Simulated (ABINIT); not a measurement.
Input and output of a self-consistent single point for ZnS (P6_3mc, 8 atoms in the cell) (ABINIT)

Computed with PBE, PAW (JTH v2.0 PBE PAW) (plane waves; ABINIT).

Input:

```
# ZnS, JTH v2.0 PBE PAW
pp_dirpath "./"
pseudos "Zn.GGA_PBE-JTH.xml, S.GGA_PBE-JTH.xml"
acell 3.7217247714 3.7217247714 12.1674350000 Angstrom
rprim
         1.0000000000    0.0000000814    0.0000000000
        -0.5000000705    0.8660253631    0.0000000000
         0.0000000000    0.0000000000    1.0000000000
natom 8
ntypat 2
znucl 30 16
typat 1 1 1 1 2 2 2 2
xred
         0.6666666667    0.3333333333    0.7499300000
         0.3333333333    0.6666666667    0.2499300000
         0.0000000000    0.0000000000    0.5000000000
         0.0000000000    0.0000000000    0.0000000000
         0.6666666667    0.3333333333    0.9377300000
         0.3333333333    0.6666666667    0.4377300000
         0.0000000000    0.0000000000    0.6873400000
         0.0000000000    0.0000000000    0.1873400000
ecut 30 Ha
pawecutdg 60 Ha
pawxcdev 0
occopt 3
tsmear 0.00073499
nband 46
kptopt 1
ngkpt 8 8 3
nshiftk 1
shiftk 0 0 0
nstep 80
toldfe 1.0e-09
prtwf 0
prtden 0
enunit 1
```

Output (repeated stretches shortened):

```
 Symmetries : space group P6_3 m c (#186); Bravais hP (primitive hexag.)

 -outvars: echo values of preprocessed input variables --------
            acell      7.0330405599E+00  7.0330405599E+00  2.2993119890E+01 Bohr
             ecut      3.00000000E+01 Hartree
           enunit           1
              ixc     -101130
         kptrlatt        8    0    0      0    8    0      0    0    3
          kptrlen      5.62643245E+01
            natom           8
            nband          46
            ngfft          36      36     120
          ngfftdg          50      50     162
             nkpt          20
            nstep          80
             nsym          12
           ntypat           2
           occopt           3
        pawecutdg      6.00000000E+01 Hartree
         pawxcdev           0
            rprim      1.0000000000E+00  8.1400000000E-08  0.0000000000E+00
                      -5.0000007050E-01  8.6602536310E-01  0.0000000000E+00
                       0.0000000000E+00  0.0000000000E+00  1.0000000000E+00
          spgroup         186
           toldfe      1.00000000E-09 Hartree
           tsmear      7.34990000E-04 Hartree
            typat      1  1  1  1  2  2  2  2
           useylm           1
             xred      6.6666666667E-01  3.3333333333E-01  7.4993000000E-01
                       3.3333333333E-01  6.6666666667E-01  2.4993000000E-01
                      -9.2518585385E-17 -1.1102230246E-16  5.0000000000E-01
                      -9.2518585385E-17 -1.1102230246E-16  0.0000000000E+00
                       6.6666666667E-01  3.3333333333E-01  9.3773000000E-01
                       3.3333333333E-01  6.6666666667E-01  4.3773000000E-01
                      -9.2518585385E-17 -1.1102230246E-16  6.8734000000E-01
                      -9.2518585385E-17 -1.1102230246E-16  1.8734000000E-01
            znucl       30.00000   16.00000

== DATASET  1 ==================================================================

 Real(R)+Recip(G) space primitive vectors, cartesian coordinates (Bohr,Bohr^-1):
 R(1)=  7.0330406  0.0000006  0.0000000  G(1)=  0.1421860  0.0820911  0.0000000
 R(2)= -3.5165208  6.0907915  0.0000000  G(2)= -0.0000000  0.1641823  0.0000000
 R(3)=  0.0000000  0.0000000 22.9931199  G(3)=  0.0000000  0.0000000  0.0434913
 Unit cell volume ucvol=  9.8495135E+02 bohr^3
 Angles (23,13,12)=  9.00000000E+01  9.00000000E+01  1.20000000E+02 degrees

 Coarse grid specifications (used for wave-functions):

 getcut: wavevector=  0.0000  0.0000  0.0000  ngfft=  36  36 120
         ecut(hartree)=     30.000   => boxcut(ratio)=   2.07603

 Fine grid specifications (used for densities):

 getcut: wavevector=  0.0000  0.0000  0.0000  ngfft=  50  50 162
         ecut(hartree)=     60.000   => boxcut(ratio)=   2.02058

   3.30639725E+03                                ecore*ucvol(ha*bohr**3)

_setup2: Arith. and geom. avg. npw (full set) are    7730.203    7730.182

--- !BeginCycle
solver: {iscf: 17, nstep: 80, nline: 4, wfoptalg: 10, }
tolerances: {toldfe: 1.00E-09, }
...

     iter   Etot(hartree)      deltaE(h)  residm     nres2
 ETOT  1  -294.74170609887    -2.947E+02 9.887E+00 2.723E+01
 ETOT  2  -298.93979059816    -4.198E+00 5.237E-01 5.132E+01
 ETOT  3  -298.80286076943     1.369E-01 1.451E-01 2.449E+01
 ETOT  4  -298.78450888777     1.835E-02 1.199E-01 5.068E+00
 ETOT  5  -298.76185244188     2.266E-02 3.795E-02 1.804E-01
 ETOT  6  -298.77142417677    -9.572E-03 1.942E-02 1.195E+00
   [... 12 lines left out ...]
 ETOT 19  -298.76857299052    -9.896E-09 4.069E-04 2.388E-06
 ETOT 20  -298.76857298391     6.613E-09 4.777E-04 2.318E-07
 ETOT 21  -298.76857298750    -3.588E-09 4.259E-04 5.828E-08
 ETOT 22  -298.76857298779    -2.986E-10 3.503E-04 2.340E-08
 ETOT 23  -298.76857298775     4.695E-11 4.777E-04 4.921E-09

 At SCF step   23, etot is converged :
  for the second time, diff in etot=  4.695E-11 < toldfe=  1.000E-09

 Cartesian components of stress tensor (hartree/bohr^3)
  sigma(1 1)= -2.90318531E-04  sigma(3 2)=  0.00000000E+00
  sigma(2 2)= -2.90318531E-04  sigma(3 1)=  0.00000000E+00
  sigma(3 3)= -2.94708120E-04  sigma(2 1)=  1.99167680E-14

 ----iterations are completed or convergence reached----

 reduced coordinates (array xred) for    8 atoms
       0.666666666667      0.333333333333      0.749930000000
       0.333333333333      0.666666666667      0.249930000000
      -0.000000000000     -0.000000000000      0.500000000000
      -0.000000000000     -0.000000000000      0.000000000000
       0.666666666667      0.333333333333      0.937730000000
       0.333333333333      0.666666666667      0.437730000000
      -0.000000000000     -0.000000000000      0.687340000000
      -0.000000000000     -0.000000000000      0.187340000000
 cartesian forces (eV/Angstrom) at end:
    1      0.00000000000000     0.00000000000000     0.01628516850177
    2     -0.00000000000000    -0.00000000000000     0.01628516850177
    3      0.00000000000000     0.00000000000000     0.01893549757900
    4     -0.00000000000000    -0.00000000000000     0.01893549757900
    5     -0.00000000000000    -0.00000000000000    -0.02204554841436
    6      0.00000000000000     0.00000000000000    -0.02204554841436
    7     -0.00000000000000    -0.00000000000000    -0.01317511766641
    8     -0.00000000000000    -0.00000000000000    -0.01317511766641
 frms,max,avg= 1.0341461E-02 2.2045548E-02   0.000E+00  0.000E+00  1.053E-03 e/A
 length scales=  7.033040559922  7.033040559922 22.993119889687 bohr
              =  3.721724771400  3.721724771400 12.167435000000 angstroms
 Fermi (or HOMO) energy (eV) =   7.92638   Average Vxc (eV)=  -9.70595
 Eigenvalues (   eV  ) for nkpt=  20  k points:
 kpt#   1, nband= 46, wtk=  0.00521, kpt=  0.0000  0.0000  0.0000 (reduced coord)
  -7.39934   -6.91719   -6.90626   -6.31639   -0.34403   -0.34157   -0.33695   -0.33695
  -0.31981   -0.29146   -0.29146   -0.26496   -0.26496   -0.22257   -0.22257    0.22642
   0.22642    0.23660    0.23660    0.27198    0.27198    0.29292    0.29292    0.40587
   0.56931    3.29986    3.32676    5.33787    5.33787    5.79695    5.79695    5.80928
   5.80928    6.29842    6.33636    6.33636    8.82418    9.64639    9.91510   10.18779
  12.57359   12.57360   12.71699   12.89325   12.89325   13.42305
 prteigrs : prtvol=0 or 1, do not print more k-points.

--- !EnergyTerms
comment             : Components of total free energy in Hartree
kinetic             :  4.44173931692579E+01
hartree             :  8.23288071091756E+01
xc                  : -2.19663983455241E+01
Ewald energy        : -1.88990350511485E+02
psp_core            :  3.35691428472264E+00
local_psp           : -2.90931131083193E+02
spherical_terms     :  7.30161964474835E+01
internal            : -2.98768568929563E+02
'-kT*entropy'       :  2.25791799004458E-15
total_energy        : -2.98768568929563E+02
total_energy_eV     : -8.12990621444520E+03
...

-Cartesian components of stress tensor (GPa)         [Pressure=  8.5845E+00 GPa]
- sigma(1 1)= -8.54146465E+00  sigma(3 2)=  0.00000000E+00
- sigma(2 2)= -8.54146465E+00  sigma(3 1)=  0.00000000E+00
- sigma(3 3)= -8.67061078E+00  sigma(2 1)=  5.85971448E-10

 Calculation completed.
```

The run converged in 23 iterations.

The starting cell comes from a database of computed structures (which also holds hypothetical and non-ambient phases and stackings), without a prior relaxation at this level. Its lattice was rescaled by a random factor within 2.5 % of one. With a pressure of about 9 GPa the cell is away from its equilibrium volume at this level.

Cost on one core of a shared machine: roughly 20 min.
